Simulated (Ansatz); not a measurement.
Take NaCl in the zinc blende structure (space group F-43m, No. 216; a = 6.177 Å; a hypothetical phase, not in the database extracts checked) as the base. Axes: x, y, z lie along the cube axes.

Perturbation: compressive biaxial strain of 2.53 % in the plane normal to [110], as in epitaxy on a mismatched substrate; the out-of-plane cell vector and the atoms relax.

All numbers come from DFT with r2SCAN, PAW potentials and a 500 eV plane-wave cutoff in Ansatz (an electronic-structure program), spin-orbit coupling left out.

### Question
Give the band edges at the high-symmetry points of the new zone, measured from its valence-band maximum.

### Answer
```csv
point,valence edge (eV),conduction edge (eV)
Γ,0.00,5.50
X,-0.31,7.41
F₂,-0.43,8.05
Σ₀,-0.43,8.05
Y₀,-0.26,7.89
U₀,-0.26,7.89
R,-0.15,8.28
W,-0.42,8.28
S,-0.11,8.28
T,-0.36,7.41
```

The gap is 5.50 eV, direct at Γ.

Gaps are Kohn–Sham eigenvalue differences; semilocal functionals usually give less than the measured gap. Stability against distortions was not tested. k-point labels follow each cell's own Brillouin zone.
